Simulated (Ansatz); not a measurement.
Quick settings and what they miss: LaSn2Pd (Cmcm, 8 atoms in the cell)

Self-consistent single point.

```
LaSn2Pd
1.0
    2.32948    -9.84511     0.00000
    2.32948     9.84511     0.00000
    0.00000     0.00000     4.73640
La Sn Pd
2 4 2
Cartesian
  2.32948  -7.70655   3.55230
  2.32948   7.70655   1.18410
  2.32948   4.90129   3.55230
  2.32948  -4.90129   1.18410
  2.32948  -0.82561   3.55230
  2.32948   0.82561   1.18410
  2.32948  -3.48418   3.55230
  2.32948   3.48418   1.18410
```

Method: PBEsol, PAW files made with PBE (plane waves; Ansatz, an electronic-structure program).

Base settings: basis.ecutwfc = 420 eV; kpoints.mp_grid.grid = 5 5 5; hamiltonian.xc = pbesol; hamiltonian.pseudopotentials = {kind: paw} (the program's default PAW files); scf.occupations.method = gaussian; scf.occupations.width = 0.272 eV.

Tight run (finer mesh or higher cutoff; not a proven limit): basis.ecutwfc: 420 eV → 590 eV; kpoints.mp_grid.grid: 5 5 5 → 7 7 7; scf.convergence.dr2_threshold: default (1e-07 eV) → 1e-09 eV. It gave Fermi level (on the code's own zero) 11.67 eV; pressure -6.64 GPa; largest force (vector length) 0.207 eV/Å.

Quick runs, as changes from the base:
- A: the base itself
- B: basis.ecutwfc: 420 eV → 335 eV; kpoints.mp_grid.grid: 5 5 5 → 2 2 2; hamiltonian.xc: pbesol → lda; scf.occupations.method: gaussian → cold; scf.occupations.width: 0.272 eV → 0.2 eV; kpoints.mp_grid.shift: default → 0.5 0.5 0.5 [LDA (PW92)]
- C: basis.ecutwfc: 420 eV → 250 eV; kpoints.mp_grid.grid: 5 5 5 → 6 6 6; scf.occupations.method: gaussian → methfessel_paxton; scf.occupations.width: 0.272 eV → 0.2 eV; kpoints.mp_grid.shift: default → 0.5 0.5 0.5; scf.convergence.dr2_threshold: default (1e-07 eV) → 0.0001 eV
- D: kpoints.mp_grid.grid: 5 5 5 → 4 4 4; scf.occupations.method: gaussian → methfessel_paxton; scf.convergence.dr2_threshold: default (1e-07 eV) → 0.001 eV

Energies are extrapolated to zero smearing width, which holds to low order in the width alone.

Dashes: energy of B, another energy zero; time of B, C, under 30 s.

† marks runs with another functional, U, potentials or spin treatment: their distance from the tight run is not a convergence error alone.

The count of work is k-points × plane waves × bands × iterations; it is no time. Core times come from one kind of shared machine and are given to one figure; runs under 30 s give none.

Pressures in the table are Ansatz's without its Pulay estimate, at a fixed set of plane waves; the tight run's value above holds the estimate.

The starting cell comes from a database of computed structures (which also holds hypothetical and non-ambient phases and stackings), without a prior relaxation at this level. Its lattice was rescaled by a random factor within 2.5 % of one. Spin polarisation is off. In the base run, with a pressure of about -7 GPa the cell is away from its equilibrium volume at this level.

| run | energy less tight (meV/atom) | pressure less tight (GPa) | largest miss in a force vector (eV/Å) | count of work / tight | core time / tight (rough) |
|---|---|---|---|---|---|
| A | -0.5 | -0.02 | 0.016 | 0.22 | 0.2 |
| B† | – | -2.90 | 0.412 | 0.012 | – |
| C | 592.0 | -24.49 | 0.108 | 0.11 | – |
| D | -6.5 | -0.18 | 0.052 | 0.13 | 0.2 |

Among the runs at the tight run's level, the energy misses run from 0.5 to 592.0 meV/atom.

Left out of this page: 1 run of the series unsound by tests on forces, stress, charge or solver warnings; 1 run of the series outside the window shown, repeating another row's setting, or not comparable.

Keys are those of Ansatz 0.2.
